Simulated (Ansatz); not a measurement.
One base run on Lu2Pd2Pb (P4/mbm, 10 atoms in the cell) and variants with one or two settings moved

```
CELL_PARAMETERS angstrom
      7.69300     0.00000     0.00000
      0.00000     7.69300     0.00000
      0.00000     0.00000     3.55990
ATOMIC_POSITIONS crystal
  Pd 0.37170 0.87170 0.00000
  Pd 0.12830 0.37170 0.00000
  Pd 0.62830 0.12830 0.00000
  Pd 0.87170 0.62830 0.00000
  Lu 0.16840 0.66840 0.50000
  Lu 0.33160 0.16840 0.50000
  Lu 0.83160 0.33160 0.50000
  Lu 0.66840 0.83160 0.50000
  Pb 0.00000 0.00000 0.00000
  Pb 0.50000 0.50000 0.00000
```

Base run A: Ansatz (a program for electronic structure) with PBEsol, default PAW files made with PBE, self-consistent single point.

Its settings: kpoints.mp_grid.grid = 3 3 5; hamiltonian.xc = pbesol; hamiltonian.pseudopotentials = {kind: paw} (the program's default PAW files); scf.occupations.method = gaussian; scf.occupations.width = 0.2 eV.

The starting cell comes from a database of published, mostly measured structures (it also holds non-ambient and calculated ones), without a prior relaxation at this level. Spin polarisation is off. Ansatz's pressure includes its estimate of the finite-basis (Pulay) stress. Without a gap this mesh is coarse (it stands for a supercell whose shortest vector is 18 Å).

ΔF is the free energy per atom less that of run A. 

Runs:
- B: 2 x 1 x 1 supercell, mesh divided and rounded up; kpoints.mp_grid.grid: 3 3 5 → 2 3 5
- C: scf.occupations.width: 0.2 eV → 0.025 eV
- D: crystal.symmetry.detect: default → false
- E: kpoints.mp_grid.grid: 3 3 5 → 3 3 6; scf.occupations.width: 0.2 eV → 0.3 eV
- F: scf.convergence.dr2_threshold: default (1e-07 eV) → 0.0001 eV
- G: kpoints.mp_grid.grid: 3 3 5 → 4 4 9
- H: scf.eigensolver.kind: default (the program chose band_cg) → davidson
- I: scf.mixing.preconditioner: default (the program chose Kerker) → kerker

| run | ΔF (meV/atom) | pressure (GPa) | largest force (eV/Å) | k-points | valence electrons |
|---|---|---|---|---|---|
| A | 0.00 | -1.19 | 0.100 | 9 | 200 |
| B | -3.2 | -1.17 | 0.113 | 12 | 400 |
| C | 10.1 | -1.18 | 0.112 | 9 | 200 |
| D | 0.00 | -1.19 | 0.100 | 23 | 200 |
| E | -40.8 | -1.38 | 0.120 | 12 | 200 |
| F | 0.00 | -1.19 | 0.100 | 9 | 200 |
| G | -30.7 | -1.21 | 0.167 | 30 | 200 |
| H | 0.00 | -1.19 | 0.100 | 9 | 200 |
| I | 0.00 | -1.19 | 0.100 | 9 | 200 |

Run G against A: The free energy falls by 30.7 meV/atom, the pressure hardly changes (-1.19 to -1.21 GPa) and the largest force goes from 0.100 to 0.167 eV/Å.

Run E against A: The free energy drops by 40.8 meV/atom, the pressure goes from -1.19 to -1.38 GPa and the largest force goes from 0.100 to 0.120 eV/Å.

Run B against A: The free energy drops by 3.2 meV/atom, the pressure moves little (-1.19 to -1.17 GPa) and the largest force goes from 0.100 to 0.113 eV/Å.

Keys are those of Ansatz 0.2.
